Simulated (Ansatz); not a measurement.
Consider BN in the zinc blende structure (space group F-43m, No. 216; a = 3.606 Å). Axes: x, y, z lie along the cube axes.

The values are results of Ansatz (a program for electronic structure) PBEsol, scalar-relativistic without spin-orbit coupling, not measurements.

Strains are applied to the cell and any free atomic positions relax; under biaxial strain the out-of-plane vector relaxes too.

One change was made to it. Results:

| quantity | base | after |
|---|---|---|
| pressure (mean of the normal stresses, compression positive) | 0.00 GPa | 19.84 GPa |
| valence-band top at Γ (three highest levels, from the VBM) | 0.00, 0.00, 0.00 eV | 0.00, 0.00, -0.24 eV |
| energy relative to the base (free energy F) | 0 meV/atom | +26 meV/atom |

What was done to the base?
(A) biaxial strain −2.50 %, plane normal [111], relaxed out of plane
(B) biaxial strain −0.83 %, plane normal [111], relaxed out of plane
(C) biaxial strain +1.25 %, plane normal [111], relaxed out of plane
(D) biaxial strain +2.08 %, plane normal [111], relaxed out of plane
(E) biaxial strain +1.67 %, plane normal [111], relaxed out of plane

A, biaxial strain −2.50 %, plane normal [111], relaxed out of plane. For comparison, the valence-band top at Γ in the other runs: biaxial strain +1.25 %, plane normal [111], relaxed out of plane gives 0.00, -0.07, -0.07 eV; biaxial strain +1.67 %, plane normal [111], relaxed out of plane gives 0.00, -0.09, -0.09 eV; biaxial strain +2.08 %, plane normal [111], relaxed out of plane gives 0.00, -0.10, -0.10 eV; biaxial strain −0.83 %, plane normal [111], relaxed out of plane gives 0.00, 0.00, -0.06 eV.

The levels and masses belong to the bands next to the band gap. Whether these cells are dynamically stable was not tested.
